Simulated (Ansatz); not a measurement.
Consider CaF$_{2}$ in the fluorite structure (space group Fm-3m, No. 225; a = 5.4206 Å).

All numbers come from Ansatz (an electronic-structure program) PBEsol, no spin-orbit coupling.

One thing is altered: every Ca is replaced by Ba, then cell and atoms are relaxed.

Measured lattice parameter a: CaF2 5.466 Å (temperature not stated; as listed in M. Råsander, M. A. Moram, The Journal of Chemical Physics (2015)); BaF2 6.2001 Å (temperature not stated; as listed in "Second edition. Interscience Publishers, Fluorite structure" Wyckoff, R. W. G. (1963)).

Q: How well does PBEsol reproduce the measured shift?

A: With PBEsol the lattice parameter a moves by +0.717 Å (5.421 → 6.138) against +0.734 Å measured.

Stability against distortions was not tested.
